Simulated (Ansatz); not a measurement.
VN: pressure series

Base system: VN in the rock salt structure (space group Fm-3m, No. 225).

```xyz
2
Lattice="0.0000 2.0584 2.0584 2.0584 0.0000 2.0584 2.0584 2.0584 0.0000" Properties=species:S:1:pos:R:3 pbc="T T T"
N      0.0000     0.0000     0.0000
V      2.0584     2.0584     2.0584
```

Cell and atoms are relaxed at each pressure.

Level of theory: Ansatz (an electronic-structure program), PBE, PAW, cutoff 420 eV, no SOC.

Notes on the quantities. enthalpy: H = E + PV relative to the base's energy.

```
case              shortest interatomic distance       enthalpy
----------------  -----------------------------  -------------
base                                    2.058 Å              –
pressure −2 GPa                         2.063 Å  -0.11 eV/atom
pressure −1 GPa                         2.061 Å  -0.05 eV/atom
pressure 0.3 GPa                        2.058 Å  +0.02 eV/atom
pressure 0.7 GPa                        2.057 Å  +0.04 eV/atom
pressure 1.5 GPa                        2.055 Å  +0.08 eV/atom
pressure 3 GPa                          2.052 Å  +0.16 eV/atom
pressure 5 GPa                          2.048 Å  +0.27 eV/atom
pressure 7.5 GPa                        2.043 Å  +0.40 eV/atom
pressure 10 GPa                         2.038 Å  +0.54 eV/atom
```

Load acts through the strain it causes; cell and atoms are relaxed under it. Whether these cells are dynamically stable was not tested. Competing high-pressure phases were not computed. Starting moments died away, wholly or in part, for the base; another magnetic solution may exist. The final runs are not spin-polarised.
